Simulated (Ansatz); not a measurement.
Consider InSb in the zinc blende structure (space group F-43m, No. 216).

```
InSb
1.0
    0.00000     3.27863     3.27863
    3.27863     0.00000     3.27863
    3.27863     3.27863     0.00000
Sb In
1 1
Direct
  0.75000   0.75000   0.75000
  0.00000   0.00000   0.00000
```

The other end (x = 1) is NbIn in the zinc blende structure (space group F-43m, No. 216; a hypothetical phase, not in the database extracts checked): 31.06 Å³/atom, gap zero; this end may not be an ambient phase.

The values are results of r2SCAN (Ansatz, a program for electronic structure, PAW, without spin-orbit coupling), earlier PAW set, not measurements.

Nb replaces a fraction x of Sb; each row is one arrangement (x, atoms in the cell, starting space group or random), fully relaxed.

One change was made to it. Results:

| quantity | base | after |
|---|---|---|
| shortest interatomic distance | 2.839 Å | 2.815 Å |
| deviation of the volume from the linear (Vegard-type) interpolation | – | +3.8 % |

Q: What was done to the base?
A) x(Nb) = 0.25, 8 atoms, Pmm2
B) x(Nb) = 0.25, 8 atoms, R3m
C) x(Nb) = 0.333, 6 atoms, I-4m2

A: C, x(Nb) = 0.333, 6 atoms, I-4m2. For comparison, the deviation of the volume from the linear in the other runs: x(Nb) = 0.25, 8 atoms, R3m gives +1.8 %; x(Nb) = 0.25, 8 atoms, Pmm2 gives +3.3 %.

Each cell is one ordered arrangement of few atoms, which overstates ordering effects compared with a random alloy. Spin-orbit coupling, missing from the scalar runs, can matter with Sb. No phonon test of stability was made. The final runs are not spin-polarised. NbIn has a high density of states at the Fermi level and may be magnetic at this level. Gaps under 0.05 eV, about the width of the smearing, are given as zero. The zero or small gap of NbIn3Sb2, InSb and NbIn4Sb3 can change with the level of theory.
